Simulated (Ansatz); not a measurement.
Start from SrAs$_{2}$O$_{6}$ (space group P-31m, No. 162; a = 4.886 Å, c = 5.428 Å; a cell from a computed database, its experimental status unchecked).

Calculations: PBEsol (Ansatz, a quantum-chemistry and plane-wave program; PAW; 420 eV plane waves; no SOC), earlier PAW set.

Base values:

* **Electron mass**: 0.59 mₑ along c, 0.40 mₑ across (at Γ)
* **Pressure**: 0.00 GPa
* **Band gap**: 3.62 eV

Now apply this change: an isotropic linear strain of −2.60 %; the atoms relax in the strained cell.

Task: Estimate the effect on the electron mass.

Result: The electron mass becomes 0.56 mₑ along c, 0.44 mₑ across (at Γ) (base: 0.59 mₑ along c, 0.40 mₑ across (at Γ)).

Task: How does this affect the pressure?

Result: The pressure (mean of the normal stresses, compression positive) goes from zero to 12.01 GPa.

Task: How does this affect the band gap?

Result: The band gap goes up by 0.727 eV to 4.34 eV.

Task: Estimate the effect on the largest internal atomic displacement.

Result: The largest internal atomic displacement amounts to 0.028 Å.

Masses are band curvatures over ±0.01 Å⁻¹ around the edge. Stability against distortions was not tested.
